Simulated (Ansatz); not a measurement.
W: pressure 9 GPa

The reference is W in the bcc (W type) structure (space group Im-3m, No. 229; a = 3.169 Å).

The change: cell and atoms relaxed at a pressure of 9 GPa.

All numbers come from DFT with r2SCAN, PAW potentials and a 500 eV plane-wave cutoff in Ansatz (an electronic-structure program), spin-orbit coupling left out. k-mesh 21×21×21 (Γ-centred); smearing 0.05 eV (Fermi–Dirac).

* **Volume per atom**: 15.49 Å³ (base 15.92 Å³)
* **Density**: 19.70 g/cm³ (base 19.18 g/cm³)
* **Lattice parameter a**: 3.141 Å (base 3.169 Å)
* **Shortest interatomic distance**: 2.720 Å (base 2.745 Å)
* **Enthalpy H = E + PV relative to the base's energy**: +0.88 eV/atom
* **Band gap**: zero (base zero)

Load acts through the strain it causes; cell and atoms are relaxed under it. Stability against distortions was not tested. Competing high-pressure phases were not computed. The final runs are not spin-polarised.
